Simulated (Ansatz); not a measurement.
Amorphous cells of 8 compositions: the gap between the highest filled and lowest empty level at the zone centre, by PBE and by a single point of HSE06 on the same geometry (PBE, scalar-relativistic without spin-orbit coupling (plane waves to 420 eV, PAW; Ansatz, a first-principles code); exact exchange cut at the cells' faces). The networks come from melt-quench runs on the CHGNet potential at compositions and starting densities chosen by hand, with anions pushed apart in the CHGNet dynamics, and DFT then relaxed them. The cells are small and were quenched far faster than real films, so single cells scatter. Defect or tail levels can set these gaps. The rows are the first to finish with both values and no moments.

| cell | PBE gap x (eV) | HSE06 gap y (eV) |
|---|---|---|
| A (In24O37Zn, 6.47 g/cm3) | 0.45 | 1.85 |
| B (In24O37Na2, 6.31 g/cm3) | 0.46 | 1.85 |
| C (In24O38Ge, 6.39 g/cm3) | 0.48 | 1.89 |
| D (In24O38Ti, 6.37 g/cm3) | 0.68 | withheld |
| E (Ga24O38Zr, 5.02 g/cm3) | 1.59 | 3.28 |
| F (Al28O44Ti, 3.09 g/cm3) | 2.58 | 4.29 |
| G (Hf18O37Ca, 8.78 g/cm3) | 3.93 | 5.51 |
| H (Hf18O41P2, 8.49 g/cm3) | 4.08 | 5.68 |

**Question.** Fit a straight line through the 7 full rows and predict the withheld value for D (In24O38Ti, 6.37 g/cm3).

**Answer.** Means: x = 1.939, y = 3.479. Slope = Σ(Δx Δy) / Σ(Δx²) = 16.5 / 15.61 = 1.06; the r.m.s. residual is 0.097. Prediction: 3.479 + 1.06 × (0.68 − 1.939) = 2.15. The run gave 2.08, 0.07 below the line.
